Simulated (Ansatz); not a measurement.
TbIn₃ (Pm-3m, No. 221), treated with r²SCAN+rVV10 (PAW; Ansatz, a first-principles code).

Numerical settings: plane-wave cutoff 560 eV, 12×12×12 k mesh, Fermi–Dirac smearing 0.05 eV, spin-polarised with parallel moments, scalar-relativistic PAW data made under PBE.

Computed at the level's own relaxed cell.

### Question
Predict the lattice parameter a.

### Answer

* **lattice parameter a**: 4.587 Å

Note: the magnetic order was assumed, not searched for or taken from measurement; the 4f shell is treated without U or exact exchange, so its levels and filling can be wrong.

Spin–orbit coupling is not included.

The computed numbers hold no vibrational or temperature effects.

It cost very roughly 8 core-minutes of CPU time.
